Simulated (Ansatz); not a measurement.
# LiF (model structure, started from the NiAs type, P6₃/mmc, No. 194, 4 atoms in the cell)

These are HSE06 (PAW; Ansatz, a quantum-chemistry and plane-wave program) values and carry that method's errors.

Run with plane-wave cutoff 460 eV, 12×12×6 k mesh (along the axes of the cell as run), Fermi–Dirac smearing 0.01 eV, scalar-relativistic PAW data made under PBE.

Cell (relaxed with PBEsol):

```cif
data_F2Li2
_chemical_formula_sum 'Li2 F2'
_space_group_name_H-M_alt 'P63/mmc'
_space_group_IT_number 194
_space_group_name_Hall '-P 6c 2c'
_cell_length_a 2.78650
_cell_length_b 2.78650
_cell_length_c 4.81014
_cell_angle_alpha 90.000
_cell_angle_beta 90.000
_cell_angle_gamma 120.000
loop_
_atom_site_label
_atom_site_type_symbol
_atom_site_symmetry_multiplicity
_atom_site_Wyckoff_symbol
_atom_site_fract_x
_atom_site_fract_y
_atom_site_fract_z
_atom_site_occupancy
Li1 Li 2 a 0.00000 0.00000 0.00000 1
F1 F 2 c 0.33333 0.66667 0.25000 1
```

```
Item                 Result
--------  -----------------
band gap  11.40 eV (direct)
```

Note: the relaxation could raise the start's symmetry but not lower it, so the cell can be a saddle point.

Computed values are for the static lattice.

Computing time: about 4 core-minutes (a rough figure).

A model structure was made by putting elements into a prototype or built by hand; it is no filed structure, need not be a known phase, and can be a saddle point held by its symmetry.
